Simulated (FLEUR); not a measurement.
# FLEUR run on SnTe (I4mm, 2 atoms in the cell): self-consistent single point

Level of theory: PBEsol, all-electron FLAPW (FLEUR), scalar-relativistic valence.

Input as run:

Input of the input generator:

```
SnTe crystal
&input film=f /
0.0000000000 3.1442000000 3.1442000000
3.1442000000 0.0000000000 3.1442000000
3.1442000000 3.1442000000 0.0000000000
1.8897261246
1.0 1.0 1.0

2
50 0.0079510000 0.0079510000 -0.0079510000
52 0.5000000000 0.5000000000 0.5000000000

&comp jspins=1 /
&exco xctyp='PBEs' /
&kpt div1=3 div2=3 div3=3 /
&end /
```

```xml
<?xml version="1.0" encoding="UTF-8" standalone="no"?>
<fleurInput fleurInputVersion="0.39">
   <comment>
      SnTe crystal                                                                                        
   </comment>
   <calculationSetup>
      <cutoffs Kmax="3.8" Gmax="15.2" GmaxXC="15.2" numbands="0"/>
      <scfLoop itmax="60" minDistance="0.00001" maxIterBroyd="25" imix="Anderson" alpha="0.05" precondParam="0.0" spinf="2.0"/>
      <coreElectrons ctail="T" frcor="F" kcrel="0" coretail_lmax="0"/>
      <xcFunctional name="PBEs" relativisticCorrections="F"/>
      <magnetism jspins="1"/>
      <soc l_soc="F" theta="0.0" phi="0.0" spav="F"/>
      <expertModes spex="0" secvar="F"/>
      <geometryOptimization l_f="T" forcealpha="1.0" forcemix="BFGS" epsdisp="0.00001" epsforce="0.00001"/>
      <ldaU l_linMix="F" mixParam="0.05" spinf="1.0"/>
   </calculationSetup>
   <cell>
      <bzIntegration valenceElectrons="30.0" mode="hist" fermiSmearingEnergy="0.00036749">
         <kPointListSelection listName="default-1"/>
         <!-- k-points included here -->
         <xi:include xmlns:xi="http://www.w3.org/2001/XInclude" href="kpts.xml"> </xi:include>
      </bzIntegration>
      <!-- symmetry operations included here -->
      <xi:include xmlns:xi="http://www.w3.org/2001/XInclude" href="sym.xml"> </xi:include>
      <bulkLattice scale="1.0">
         <bravaisMatrix>
            <row-1>    0.0000000000000000     5.9416768809673197     5.9416768809673197</row-1>
            <row-2>    5.9416768809673197     0.0000000000000000     5.9416768809673197</row-2>
            <row-3>    5.9416768809673197     5.9416768809673197     0.0000000000000000</row-3>
         </bravaisMatrix>
      </bulkLattice>
   </cell>
   <atomSpecies>
      <species name="Tin (Sn)" element="Sn" atomicNumber="50">
         <mtSphere radius="2.68" gridPoints="925" logIncrement="0.014"/>
         <atomicCutoffs lmax="10" lnonsphr="8"/>
         <electronConfig flipSpins="F">
            <coreConfig>(1s1/2) (2s1/2) (2p1/2) (2p3/2) (3s1/2) (3p1/2) (3p3/2) (4s1/2) (3d3/2) (3d5/2) (4p1/2) (4p3/2)</coreConfig>
            <valenceConfig>(5s1/2) (4d3/2) (4d5/2) (5p1/2) (5p3/2)</valenceConfig>
            <stateOccupation state="(5p1/2)" spinUp="0.3333333333333" spinDown="0.3333333333333"/>
            <stateOccupation state="(5p3/2)" spinUp="0.6666666666667" spinDown="0.6666666666667"/>
         </electronConfig>
         <energyParameters s="5" p="5" d="5" f="4"/>
         <lo type="SCLO" l="2" n="4" eDeriv="0"/>
      </species>
      <species name="Tellurium (Te)" element="Te" atomicNumber="52">
         <mtSphere radius="2.68" gridPoints="925" logIncrement="0.014"/>
         <atomicCutoffs lmax="10" lnonsphr="8"/>
         <electronConfig flipSpins="F">
            <coreConfig>(1s1/2) (2s1/2) (2p1/2) (2p3/2) (3s1/2) (3p1/2) (3p3/2) (4s1/2) (3d3/2) (3d5/2) (4p1/2) (4p3/2)</coreConfig>
            <valenceConfig>(5s1/2) (4d3/2) (4d5/2) (5p1/2) (5p3/2)</valenceConfig>
            <stateOccupation state="(5p1/2)" spinUp="0.6666666666667" spinDown="0.6666666666667"/>
            <stateOccupation state="(5p3/2)" spinUp="1.3333333333333" spinDown="1.3333333333333"/>
         </electronConfig>
         <energyParameters s="5" p="5" d="5" f="4"/>
         <lo type="SCLO" l="2" n="4" eDeriv="0"/>
      </species>
   </atomSpecies>
   <atomGroups>
      <atomGroup species="Tin (Sn)">
         <relPos label="                   1">.0079510000 .0079510000 -.0079510000</relPos>
         <force calculate="T" relaxXYZ="TTT"/>
      </atomGroup>
      <atomGroup species="Tellurium (Te)">
         <relPos label="                   2">1.000/2.000 1.000/2.000 1.000/2.000</relPos>
         <force calculate="T" relaxXYZ="TTT"/>
      </atomGroup>
   </atomGroups>
   <output dos="F" band="F" slice="F">
      <checks vchk="F" cdinf="F"/>
      <bandDOS minEnergy="-.5*Htr" maxEnergy="0.5*Htr" sigma="0.015" storeEVData="T"/>
      <vacuumDOS vacdos="F" integ="F" star="F" nstars="0" locx1="0.0" locy1="0.0" locx2="0.0" locy2="0.0" nstm="0" tworkf="0.0"/>
      <unfoldingBand unfoldBand="F" supercellX="1" supercellY="1" supercellZ="1"/>
      <plotting iplot="0" polar="F">
         <plot TwoD="T" vec1="  1.0  0.0  0.0" vec2="  0.0  1.0  0.0" vec3="  0.0  0.0  1.0" zero="  0.0  0.0  0.0" file="plot"/>
      </plotting>
      <chargeDensitySlicing numkpt="0" minEigenval="0.0" maxEigenval="0.0" nnne="0" pallst="F"/>
      <specialOutput eonly="F"/>
      <magneticCircularDichroism mcd="F" energyLo="-10.0" energyUp="0.0"/>
   </output>
  <!-- We include the file relax.xml here to enable relaxations (see documentation) -->
  <xi:include xmlns:xi="http://www.w3.org/2001/XInclude" href="relax.xml"> <xi:fallback/> </xi:include>
</fleurInput>
```

Log, with long lists cut:

```
      Welcome to FLEUR        (www.flapw.de)
      MaX-Release 8.1          (www.max-centre.eu)

 ========== k-point set info ==========
 Selected k-point list: default-1
 k-point list type: mesh
 3 x 3 x 3
 Number of k points: 6

 ------------Calculation Setup---------------------------
           1           2           3           6
 Number of basis functions:          399
 Iteration:     1   Distance:       2.97078262 me/bohr^3
 Iteration:     2   Distance:       2.75782695 me/bohr^3
 Iteration:     3   Distance:       1.41170128 me/bohr^3
 Iteration:     4   Distance:       0.48911234 me/bohr^3
 Iteration:     5   Distance:       0.37933122 me/bohr^3
 Iteration:     6   Distance:       0.04637610 me/bohr^3
   [... 4 lines left out ...]
 Iteration:    11   Distance:       0.00055820 me/bohr^3
 Iteration:    12   Distance:       0.00007675 me/bohr^3
 Iteration:    13   Distance:       0.00002433 me/bohr^3
 Iteration:    14   Distance:       0.00001853 me/bohr^3
 Iteration:    15   Distance:       0.00000139 me/bohr^3
 Reset of history

 Run finished successfully
 Stop message:
   Structural relaxation: new displacements generated

[file out, last iteration]
             iter=     16
          p o t e n t i a l   g e n e r a t o r
[...]
          integral of pseudo charge density inside the slab=        0.000000   0.000000
     coulomb potential in the interstitial region:
          density-coulomb potential integrals
          total density-coulomb potenti   -21098.8450238565
          density-effective potential integrals for spin  1
          total density-effective poten   -2.1540436521E+04
          charge density-energy density integrals
          total charge density-energy d   -3.3584293843E+02
 Updated energy parameters for spin:           1
  Atom    1 5s branch from -4.50 to  0.62 htr. ; e_l = -0.0219
  Atom    1 5p branch from -2.88 to  1.22 htr. ; e_l =  0.2038
  Atom    1 5d branch from -0.51 to  2.31 htr. ; e_l =  0.4145
  Atom    1 4f branch from -9.99 to  1.76 htr. ; e_l =  0.5619
  Atom    1 4d branch from-16.97 to -0.51 htr. ; e_l(l -0.5384
  Atom    2 5s branch from -5.60 to  0.29 htr. ; e_l = -0.1656
  Atom    2 5p branch from -3.76 to  0.91 htr. ; e_l =  0.1363
  Atom    2 5d branch from -1.09 to  1.99 htr. ; e_l =  0.3861
  Atom    2 4f branch from -9.99 to  1.52 htr. ; e_l =  0.5445
  Atom    2 4d branch from-20.12 to -1.09 htr. ; e_l(l -1.0951
[...]
 fermi energy and band-weighting factors:
at   0.33333   0.33333   0.33333   k-weight:    0.296296
   24 eigenvalues :
   -1.098392   -1.098362   -1.098210   -1.098201   -1.098183   -0.540934   -0.540931   -0.540430
   -0.540281   -0.540278   -0.181268   -0.015410    0.188933    0.189246    0.238367    0.295425
    0.295830    0.297264    0.474466    0.512588    0.512608    0.653968    0.681344    0.681453
   [... 2 blocks of this kind left out ...]

[...]
FERMIE:
          first approx. to ef    (T=0)  :   0.238367 htr   (energy of the highest occ. eigenvalue)
          number of occ. states  (T=0)  :         90
          first approx. to seigv (T=0)  : -15.792658 htr
          sum of weights of occ. states :  15.000000
          sum of semicore charge        :   0.000000 e
FERHIS:  Fermi-Energy by histogram:
          bandgap                     :   0.057058 htr
          charge neutrality (T=0)     :   0.000000    (zero if the highest occ. eigenvalue is "entirely" occupied)
          no eigenvalues within 8 tkb of ef reverts to the t=0 k method.
          number of occ. states       :        90
          sum of the valence weights  :   15.000000
          entropy         :   0.000000 *kb htr/K =   0.00000 htr/K
          sum of val. single particle energies:       -15.7926580519 htr
 Direct bandgap for spin            1 :    5.7057718240828448E-002  Htr
 at k-point            1  with k-vector   0.33333333333333331       0.33333333333333331       0.33333333333333331
          valence density: spin= 1
[...]
     l-like charge
     atom     s        p        d        f        total
 -->  1    1.35605  0.79722  9.99227  0.01532   12.16381
 -->  2    1.62467  2.50281 10.03987  0.00964   14.17870
          total charge for spin  1=   30.000000
          interst. charge =       3.657491
          mt charge=             12.163807   14.178702
          total charge  =   30.000000
          z= 50.     r(1)=  0.645805E-05     dx= 0.014000     m.t.index= 925
               n    l     j    energy       weight
               1.   0.   0.5-1064.5887      2.0000
               2.   0.   0.5 -160.3313      2.0000
               2.   1.   0.5 -149.7564      2.0000
   [... 9 lines left out ...]
          atom type    1  (spin 1)
          kinetic energy=  0.637450962716E+04     sum of the eigenvalues= -0.372340763099E+04
          0.00101325  electrons lost from core.
          z= 52.     r(1)=  0.645805E-05     dx= 0.014000     m.t.index= 925
               n    l     j    energy       weight
               1.   0.   0.5-1160.5180      2.0000
               2.   0.   0.5 -177.5545      2.0000
               2.   1.   0.5 -166.3486      2.0000
   [... 9 lines left out ...]
          atom type    2  (spin 1)
          kinetic energy=  0.701604114106E+04     sum of the eigenvalues= -0.411370847712E+04
          0.00025852  electrons lost from core.
          total charge for spin  1=  102.000000
          interst. charge =       3.658758
          mt charge=             48.162794   50.178448
          total charge  =  102.000000
          zc=   102.000000     qfix=    1.000000
     t o t a l  e n e r g y
          sum of eigenvalues =             -7852.9087661611
          density-coulomb potential int   -21098.8450238565
          density-effective potential i   -21540.4365206684
          charge density-ex.-corr.energ     -335.8429384330
          el.-nucl. inter. diff. m.t.       7485.1761073887
          Madelung term for atom type:       -22.7579649409
          el.-nucl. inter. diff. m.t.       8240.8360611585
          Madelung term for atom type:       -23.9429897576
 ---->    total energy=                   -12970.4508190997 htr
 ---->    (input%tkb*entropy) TS=              0.0000000000 htr
 ---->    free energy=                    -12970.4508190997 htr
      extrapolation for T->0
 ---->    total electron energy=          -12970.4508190997 htr
 ***** TOTAL FORCES ON ATOMS *****
 TOTAL FORCE FOR ATOM TYPE=  1  X=  0.000   Y=  0.000   Z=  0.094
                       FX_TOT= 0.000000 FY_TOT= 0.000000 FZ_TOT= 0.000669
 TOTAL FORCE FOR ATOM TYPE=  2  X=  5.942   Y=  5.942   Z=  5.942
                       FX_TOT= 0.000000 FY_TOT= 0.000000 FZ_TOT=-0.000671
```

The run converged in 15 iterations. FLEUR gives forces in its relaxation mode, with a further iteration, so its stop message speaks of a relaxation.

The starting cell has typed, rounded lattice constants, without a prior relaxation at this level. Its lattice was rescaled by up to half a per cent. One atom was moved a little off its site on purpose. Spin-orbit coupling is off. Values depend on the basis (sphere radii, cutoffs, local orbitals), which need not be converged. Another mesh or the band path of this cell gives a smaller gap, so this value is not converged in the mesh.

Cost on one core of a shared machine: roughly 40 s.
